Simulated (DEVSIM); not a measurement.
System: Ru/Si3N4/SiO2/p-Si capacitor, at 300 K.

```
layer (left to right)  material  thickness (nm)  Na (cm⁻³)
---------------------  --------  --------------  ---------
1                         Si3N4            9.60          -
2                          SiO2            1.40          -
3                            Si            1900       9e16
```

Metal gate on the left, work function 4.7 eV. Fixed charge at the semiconductor interface 0 cm⁻² (in units of +e); no interface traps.

This is a model device: material constants are rounded textbook-type values typed into the input, and sizes, dopings and lifetimes were drawn at random. Values at 300 K.

| parameter | Si3N4 | SiO2 | Si |
|---|---|---|---|
| gap (eV) | 5.1 | 9 | 1.124 |
| affinity (eV) | 2.1 | 0.9 | 4.05 |
| permittivity | 7.5 | 3.9 | 11.7 |
| Nc (cm⁻³) | - | - | 2.86e19 |
| Nv (cm⁻³) | - | - | 3.1e19 |

Simulated with DEVSIM: 1D Poisson equation in equilibrium, Boltzmann statistics, complete ionisation; no quantum confinement or tunnelling. Metal contacts follow the ideal Schottky-Mott rule: no Fermi-level pinning, no interface dipoles.

The interface trap density was swept, all else fixed.

```
interface trap density (cm^-2 eV^-1)  flat-band voltage (V)  threshold voltage (band bending 2φF) (V)  minimum of the low-frequency capacitance (μF/cm²)
------------------------------------  ---------------------  ----------------------------------------  -------------------------------------------------
0                                                     -0.32                                      0.79                                             0.0897
1e10                                                  -0.32                                      0.79                                             0.0906
1e11                                                  -0.33                                      0.81                                             0.0996
3e11                                                  -0.34                                (withheld)                                         (withheld)
1e12                                                  -0.38                                      0.98                                              0.178
2e12                                                  -0.43                                      1.17                                              0.238
```

Task: Complete the blanks.

Result: 
- 3e11, threshold voltage (band bending 2φF) (V): 0.85
- 3e11, minimum of the low-frequency capacitance (μF/cm²): 0.120
